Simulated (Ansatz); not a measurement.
The starting structures come from a database of crystals and need not be the phases stable at ambient conditions.

Here is the system:

```yaml
crystal:
  lattice:
    - [5.17526, 0.00000, 0.00000]
    - [0.00000, 5.17526, 0.00000]
    - [0.00000, 0.00000, 5.17526]
  atoms:
    - { symbol: Sn, position: [0.00000, 0.50000, 0.50000] }
    - { symbol: Sn, position: [0.50000, 0.50000, 0.00000] }
    - { symbol: Sn, position: [0.50000, 0.00000, 0.50000] }
    - { symbol: Sn, position: [0.00000, 0.00000, 0.00000] }
    - { symbol: O, position: [0.66110, 0.83890, 0.83890] }
    - { symbol: O, position: [0.33890, 0.16110, 0.16110] }
    - { symbol: O, position: [0.83890, 0.16110, 0.33890] }
    - { symbol: O, position: [0.16110, 0.83890, 0.66110] }
    - { symbol: O, position: [0.16110, 0.66110, 0.16110] }
    - { symbol: O, position: [0.83890, 0.33890, 0.83890] }
    - { symbol: O, position: [0.33890, 0.33890, 0.66110] }
    - { symbol: O, position: [0.66110, 0.66110, 0.33890] }
```

Space group of this cell: Pa-3. The cell is taken as given; by r2SCAN its mean pressure is -9.0 GPa.

These are r2SCAN (plane waves, PAW; Ansatz, a program for electronic structure) values and carry that method's errors.

The current runs along the normal of the first two printed vectors; no spin-orbit coupling. Scaled by the factor s: all lengths (ions clamped). Meshes 6×6×6 and 6×6 across the current in all rows.

| s | mean pressure (GPa) | band gap (eV) |
|---|---|---|
| 0.98 | 4.2 | ? |
| 1.00 | -9.0 | 1.12 |
| 1.02 | -18.6 | 0.54 |

Take the slope of the band gap against ln s from the two given rows, extrapolate to s = 0.98, and say what the run there gives.

Slope = (0.54 − 1.12) / ln 1.02 = -29.3 eV. The line gives 1.12 + (-29.3) × ln 0.98 = 1.71 eV. The run gives 1.80 eV, 0.09 eV over the line, 15 % of the predicted step.
